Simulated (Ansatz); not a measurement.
System: V2O5 (P2₁/m, No. 11, 14 atoms in the cell; start mp-510568). Method: LDA (Ansatz, a first-principles code, PAW).

Numerical settings: plane-wave cutoff 500 eV, 6×12×6 k mesh (along the axes of the cell as run), gaussian smearing 0.02 eV, no spin polarisation, scalar-relativistic PAW data made under PBE.

Cell (relaxed at this level):

V2O5 has the monoclinic space group P2₁/m (No. 11), Pearson symbol mP14. Conventional cell: a = 6.1697 Å, b = 3.5200 Å, c = 6.9658 Å, α = γ = 90.00°, β = 90.01°. V1 on 2e sees 6 O at 1.559–2.298 Å. V2 on 2e is surrounded by 6 O at 1.627–2.269 Å. O1 on 2e is surrounded by 2 V at 1.858 Å and 1 V at 2.084 Å. O2 on 2e is coordinated by 1 V at 1.713 Å and 1 V at 1.842 Å (bent). O3 on 2e sees 1 V at 1.627 Å and 1 V at 1.983 Å (linear). O4 on 2e sees 2 V at 1.845 Å and 2 V at 2.269–2.298 Å. O5 on 2e sees 1 V at 1.559 Å. (Neighbours: up to the widest gap in distance over summed covalent radii, below 1.35, at either atom; cation-cation and far metal-metal contacts left out.)

### Question
Predict the band gap.

### Answer

- band gap: 1.43 eV (on the SCF k mesh)

Note: the relaxation could not lower the start's symmetry, so the cell can be a saddle point above a distorted one.

The computed numbers hold no vibrational or temperature effects.

Computing time: roughly 14 core-minutes.

A start named mp-… is a Materials Project structure, which need not be a measured phase.
